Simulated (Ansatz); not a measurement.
# A short convergence ladder for Sb₂Os (Pm, 6 atoms in the cell)

```
Sb2Os
1.0
    5.94749     0.00000     0.00000
    0.00000     6.70333     0.00000
    0.00000     0.00000     3.23339
Sb Os
4 2
Direct
  0.32655   0.85850   0.50000
  0.68186   0.14150   0.50000
  0.81814   0.64150   0.00000
  0.18186   0.35850   0.00000
  0.50000   0.50000   0.50000
  0.00000   0.00000   0.00000
```

Base method: LDA (PW92), default PAW files made with PBE (plane waves; Ansatz, a quantum-chemistry and plane-wave program).

Base settings: basis.ecutwfc = 420 eV; kpoints.mp_grid.grid = 3 3 7; hamiltonian.xc = lda; hamiltonian.pseudopotentials = {kind: paw} (the program's default PAW files); scf.occupations.method = fermi_dirac; scf.occupations.width = 0.05 eV.

**The width of Fermi-Dirac smearing**

The mesh stays at the base's, so the ladder's end is converged at best in this setting alone.

Only quantities that move along the ladder and can be compared are tabulated.

```csv
scf.occupations.width,free energy less the last step's (meV/atom),pressure (GPa),largest difference of a force vector from the last step's (eV/Å)
1 eV,-819.78,7.22,0.080
0.5 eV,-142.40,-1.25,0.182
0.2 eV,-8.78,-3.68,0.058
0.1 eV,-0.56,-3.91,0.010
0.02 eV,0.00,-3.93,0.000
```

Widest scf.occupations.width that holds the pressure within 0.2 GPa of the last step, with all finer ones: 0.1 eV; the step before is off by 0.24 GPa.

Widest scf.occupations.width that holds the forces within 0.02 eV/Å of the last step, with all finer ones: 0.1 eV; the step before is off by 0.058 eV/Å.

Widest scf.occupations.width that holds the free energy within 5 meV/atom of the last step, with all finer ones: 0.1 eV; the step before is off by 8.8 meV/atom.

On the base run: the starting cell comes from a database of computed structures (which also holds hypothetical and non-ambient phases and stackings), without a prior relaxation at this level. Its lattice was rescaled by up to half a per cent. One atom was moved a little off its site on purpose. In the base run, with a pressure of about -4 GPa the cell is away from its equilibrium volume at this level. Ansatz's pressure includes its estimate of the finite-basis (Pulay) stress.

Keys are those of Ansatz 0.2.
